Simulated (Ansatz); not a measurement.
Hg (R-3m, No. 166, 1 atom in the cell), treated with PBEsol (PAW; Ansatz, an electronic-structure program).

Run with plane-wave cutoff 520 eV, 20×20×20 k mesh, Fermi–Dirac smearing 0.05 eV, scalar-relativistic PAW data made under PBE.

The cell is scaled about its equilibrium volume:

Shape and atoms are relaxed at each volume.

```json
[
 {"V (Å³/atom)": "22.986", "P (GPa)": "1.60", "c (Å)": "6.563", "a (Å)": "3.483"},
 {"V (Å³/atom)": "23.465", "P (GPa)": "0.72", "c (Å)": "6.539", "a (Å)": "3.526"},
 {"V (Å³/atom)": "23.943", "P (GPa)": "0.01", "c (Å)": "6.506", "a (Å)": "3.570"},
 {"V (Å³/atom)": "24.422", "P (GPa)": "-0.55", "c (Å)": "6.468", "a (Å)": "3.617"},
 {"V (Å³/atom)": "24.901", "P (GPa)": "-0.72", "c (Å)": "6.320", "a (Å)": "3.694"}
]
```

Note: the relaxation could not lower the start's symmetry, so the cell can be a saddle point above a distorted one; the bulk modulus comes from volumes at which shape and atoms were relaxed.
